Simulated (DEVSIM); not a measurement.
System: abrupt GaP n-p junction, at 350 K.

Layer 1 from the left is GaP, thickness (μm) 0.920, Nd (cm⁻³) 3.1e17, τn (s) 2.4e-7, τp (s) 2.4e-7. Layer 2 from the left is GaP, thickness (μm) 26.0, Na (cm⁻³) 2.1e14, τn (s) 2.4e-7, τp (s) 2.4e-7.

Left contact: ohmic. Right contact: ohmic. Voltage is applied to the left contact. Recombination: SRH at mid-gap. Mobility is μmin + (μ − μmin)/(1 + (N/Nref)^α).

Constants are typed, rounded textbook-type inputs, not results; the design itself was drawn at random and stands for no fabricated device. Values at 300 K; Nc and Nv go as T^1.5, mobilities as T to minus their exponent, the gap by Varshni's rule with the affinity fixed.

GaP: gap (eV) 2.26, affinity (eV) 3.8, permittivity 11.1, Nc (cm⁻³) 1.8e19, Nv (cm⁻³) 1.9e19, μn (cm²/Vs) 250, μp (cm²/Vs) 150, μn,min 10, μp,min 10, Nref,n 4.4e18, Nref,p 1e18, αn 0.8, αp 0.85, T exponent of μn 1.6, T exponent of μp 1.98, Varshni α (eV/K) 0.00058, Varshni β (K) 372.

Task: Estimate by hand the built-in potential, the peak field at zero bias, the capacitance at 0.6 V, and compare with a numerical solution.

Result: 
- Built-in potential: ni = √(Nc Nv) exp(−Eg/2kT) = 1760 cm⁻³ with Eg = 2.239 eV; Vbi = kT/q ln(Na Nd/ni²) = 1.759 V; numerical 1.759 V.
- Peak field at zero bias: depletion approximation: W = √(2εVbi/(qN)) = 3.21 μm with N = 2.10e14 cm⁻³; field = 2Vbi/W = 11000 V/cm; numerical 34600 V/cm (estimate below by 68 %).
- Capacitance at 0.6 V: C = √(qεN / 2(Vbi + |V|)) = 2.65 nF/cm²; numerical 2.73 nF/cm² (estimate below by 3.1 %).

Model (solved in DEVSIM): 1D drift-diffusion, Boltzmann statistics, complete ionisation; no tunnelling, impact ionisation, image-force lowering or self-heating.
